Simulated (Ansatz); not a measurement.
**Lattice parameter a of L1₂ (Cu3Au-type) Al₃Sc: levels of theory against measurement**

Reference value: 4.103 Å (measured, room temperature, no zero-point or thermal correction; as tabulated in A Combined Experimental and First-Principles Based Assessment of …).

Put these levels in order of the lattice parameter a that they give for L1₂ (Cu3Au-type) Al₃Sc, smallest first: Hartree–Fock (Ansatz, an electronic-structure program), LC-ωPBE (Ansatz), PBEsol-D3(BJ) (Ansatz).

PBEsol-D3(BJ) (4.019 Å), LC-ωPBE (4.046 Å), Hartree–Fock (4.186 Å)

Differences against the reference: PBEsol-D3(BJ) -2.05 %, LC-ωPBE -1.39 %, Hartree–Fock +2.02 %.

The reference isn't brought to a static lattice, while the calculations are for one, so the differences are not the levels' errors alone. A static lattice is as a rule a little smaller than the measured one. The crystal itself was run without spin with Hartree–Fock, LC-ωPBE, PBEsol-D3(BJ); a magnetic state was not tried in these runs. Cutoffs and k meshes differ between the levels. Ansatz's density-functional and Hartree–Fock values are scalar-relativistic unless marked +SOC, with PAW data made under PBE.

Differences are worked out from the printed values.
